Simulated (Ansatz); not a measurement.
## GePt (model structure, started from the CoSn type, P6/mmm, No. 191, 6 atoms in the cell): bulk modulus by level of theory

No measured value is used here.

| level (code) | value (GPa) | cell (Å³/atom) |
|---|---|---|
| LDA (Ansatz) | 158 | 17.62 |
| PBE (Ansatz) | 128 | 18.79 |
| PBEsol (Ansatz) | 148 | 17.99 |

Density-functional levels without +SOC have no spin–orbit coupling. LDA, PBE, PBEsol: the bulk modulus is −V dP/dV from two relaxed cells at ±2 % in volume. Each level is taken at its own relaxed cell. Ansatz's density-functional and Hartree–Fock values are scalar-relativistic unless marked +SOC, with PAW data made under PBE.

A model structure was made by putting elements into a prototype or built by hand; it is no filed structure, need not be a known phase, and can be a saddle point held by its symmetry.

Ansatz is an electronic-structure program.
